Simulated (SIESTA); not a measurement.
Worked example: self-consistent single point of Mg (P6_3/mmc, 2 atoms in the cell) in SIESTA.

Method: GGA PBE, numerical atomic orbitals TZP, PseudoDojo PBE standard norm-conserving potentials (rewritten from UPF to PSML) run with SIESTA.

```xyz
2
Lattice="3.2098 0.0000 0.0000 -1.6049 2.7797 0.0000 0.0000 0.0000 5.2024" Properties=species:S:1:pos:R:3 pbc="T T T"
Mg     0.0000     1.8532     1.3006
Mg     1.6049     0.9266     3.9018
```

Reference input (self-consistent single point, DFT, GGA PBE, numerical atomic orbitals TZP, PseudoDojo PBE standard norm-conserving potentials (rewritten from UPF to PSML)): XC.functional = GGA; XC.authors = PBE; potentials = PseudoDojo PBE standard; PAO.BasisSize = TZP; PAO.EnergyShift = 0.005 Ry; MeshCutoff = 300 Ry; kgrid.MonkhorstPack = 12 12 7; OccupationFunction = FD; ElectronicTemperature = 100 meV; MaxSCFIterations = 150; SCF.Mixer.Method = Pulay; SCF.Mixer.Weight = 0.2. This run's input differs from it in these lines:

```diff
@@ -25,3 +25,3 @@
 PAO.EnergyShift              0.005 Ry
-MeshCutoff                   300 Ry
+MeshCutoff                   525 Ry
 %block kgrid.MonkhorstPack
```

Output (repeated stretches shortened):

```
        iscf     Eharris(eV)        E_KS(eV)     FreeEng(eV)     dDmax    Ef(eV) dHmax(eV)
   scf:    1    -3225.905634    -3231.271291    -3231.297693  1.347712 -3.250364  2.808112
   scf:    2    -3231.301712    -3231.286622    -3231.313178  0.032529 -3.272952  2.174634
   scf:    3    -3231.327637    -3231.308442    -3231.335504  0.102118 -3.350645  0.010484
   scf:    4    -3231.308445    -3231.308444    -3231.335502  0.000492 -3.355201  0.027071
   scf:    5    -3231.308466    -3231.308455    -3231.335506  0.001388 -3.354876  0.001727
   scf:    6    -3231.308456    -3231.308456    -3231.335506  0.000092 -3.354856  0.000133
SCF Convergence by DM+H criterion
max |DM_out - DM_in|         :     0.0000915711
max |H_out - H_in|      (eV) :     0.0001326475
SCF cycle converged after 6 iterations

Using DM_out to compute the final energy and forces

siesta: E_KS(eV) =            -3231.3085

siesta: E_KS - E_eggbox =     -3231.3085

siesta: Atomic forces (eV/Ang):
     1    0.000001    0.000001    0.000000
     2   -0.000001   -0.000001    0.000000
   Tot    0.000000   -0.000000    0.000000
   Max    0.000001
   Res    0.000001    sqrt( Sum f_i^2 / 3N )
   Max    0.000001    constrained

Stress tensor Voigt[x,y,z,yz,xz,xy] (kbar):      -16.91      -16.71       -9.69       -0.00        0.00        0.17
(Free)E + p*V (eV/cell)    -3230.9172
Target enthalpy (eV/cell)    -3231.3355

siesta: Program's energy decomposition (eV):
siesta: FreeEng =     -3231.335506

   [... lines left out ...]
siesta: Cell volume =         46.417287 Ang**3
siesta:          14.43910755         14.43911574  kBar
   [... lines left out ...]
               3pz     3px
   1 10.000   1.998   1.189  -0.963   0.836   2.016   2.015   2.016   0.307
              0.279   0.307
   2 10.000   1.998   1.189  -0.963   0.836   2.016   2.015   2.016   0.307
              0.279   0.307

mulliken: Qtot =       20.000

Mulliken Atomic Populations:
Atom #   charge [q] valence [e]  Species
     1    -0.000000   10.000000  Mg
     2     0.000000   10.000000  Mg
 Total     0.000000
```

The run converged in 6 iterations. Against the reference run the free energy goes up by 10.7 meV/atom and the pressure goes from 1.57 to 1.44 GPa.

The starting cell comes from a database of computed structures (which also holds hypothetical and non-ambient phases and stackings), without a prior relaxation at this level. Its lattice was rescaled by a random factor within 2.5 % of one. Values carry the incompleteness of an atom-centred basis.
